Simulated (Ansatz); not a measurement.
**Cs₂AgBiBr₆ (space group Fm-3m, No. 225)**

```
Cs2AgBiBr6
1.0
    0.00000     5.73848     5.73848
    5.73848     0.00000     5.73848
    5.73848     5.73848     0.00000
Cs Ag Bi Br
2 1 1 6
Direct
  0.25000   0.25000   0.25000
  0.75000   0.75000   0.75000
  0.50000   0.50000   0.50000
  0.00000   0.00000   0.00000
  0.74863   0.25137   0.25137
  0.25137   0.74863   0.74863
  0.25137   0.74863   0.25137
  0.74863   0.25137   0.74863
  0.25137   0.25137   0.74863
  0.74863   0.74863   0.25137
```

All numbers come from Kohn–Sham DFT with the PBE functional, run in Ansatz (an electronic-structure program) with PAW and 420 eV plane waves, no spin-orbit coupling. Γ-centred 5×5×5 mesh, Fermi–Dirac width 0.05 eV.

The volume per atom is 37.79 Å³ and the density comes out as 4.67 g/cm³. The band gap comes out as 1.32 eV, indirect, X → L, the electron mass is 0.35 mₑ along k, 0.26 mₑ across and the hole mass is 0.21 mₑ along k, 0.81 mₑ across. The total energy is -4803.917 eV/atom (σ→0; compares only within this code and set-up).

With Bi present, leaving out spin-orbit coupling can change the band edges. Effective masses come from finite differences of ±0.01 Å⁻¹. Along k means along the line from Γ to the band edge. No phonon test of stability was made.
